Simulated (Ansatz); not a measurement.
One pseudomorphic plane of X on fcc Pd (111), continuing the host's stacking (six planes of the host, 1x1 cell of 6.73 Å², clean work function 5.21 eV). ΔE counts an X atom from its bulk element. E_seg is the energy of the plane on top less that of the same plane lying second, under one plane of the host, at equal numbers of atoms (made equal with bulk Pd); a negative value keeps X outside. χ is Pauling's electronegativity. These are constructed structures, held to the host's lattice; rows with a moment ran spin-polarised from parallel moments in the plane, the only order that a 1x1 cell holds, and a change of moment is part of their E_seg. Rows without one ran without spin, though stretched planes of other d metals may be magnetic.

Computed with PBE (plane waves to 420 eV, PAW; Ansatz, an electronic-structure program).

```
X      χ  ΔE (eV)  Δφ (eV)  E_seg (eV)  moment of the cell, X on top / second (μB)
--  ----  -------  -------  ----------  ------------------------------------------
Mg  1.31    -0.61    -1.11        0.67                                           –
Sc  1.36    -0.09    -1.13        1.10                                           –
Ti  1.54    -0.16    -0.81        1.27                                           –
Nb  1.60     0.20    -0.27        1.01                                           –
Al  1.61    -0.97    -0.73        0.89                                           –
In  1.78    -0.22        ?       -0.11                                           –
Cu  1.90    -0.02    -0.57        0.21                                           –
Re  1.90     0.82     0.30        0.76                                           –
Ag  1.93    -0.28    -0.61       -0.14                                           –
Sn  1.96     0.03    -1.45       -0.28                                           –
Ge  2.01    -0.63    -0.71       -0.03                                           –
Mo  2.16     0.58     0.00        0.82                                           –
Os  2.20     1.09     0.35        0.61                                           –
Ru  2.20     0.92     0.04        0.56                                           –
```

Question: Fit a straight line of Δφ against χ to the other rows and predict the withheld value for In.

Answer: Least squares gives Δφ = -2.55 + (1.12) × χ, with a root-mean-square miss of 0.43 eV. For In, χ = 1.78 gives -0.56 eV; the run gave -1.36 eV, 0.80 eV away, 1.9 times that miss. Of the pairs tried (Δφ and E_seg against χ, E_seg against ΔE) this one correlates best on the rows given.

Work function. Over these 14 rows Δφ correlates with χ at r = 0.57. It runs from -1.45 eV (Sn) to 0.35 eV (Os), that is from 3.76 to 5.56 eV in all.

Place. E_seg is below −0.05 eV, so that the full plane is lower on top, for In, Ag, Sn; above 0.05 eV, so that it is lower under one plane of the host, for Mg, Sc, Ti, Nb, Al, Cu, Re, Mo, Os, Ru.

ΔE is negative for Mg, Sc, Ti, Al, In, Cu, Ag, Ge: there the strained plane on this host is lower than the bare face and X's own bulk. Alloying within the plane, relief of strain and larger cells were not tried.

Left out: 9 runs of this family that did not converge or found no flat vacuum level.
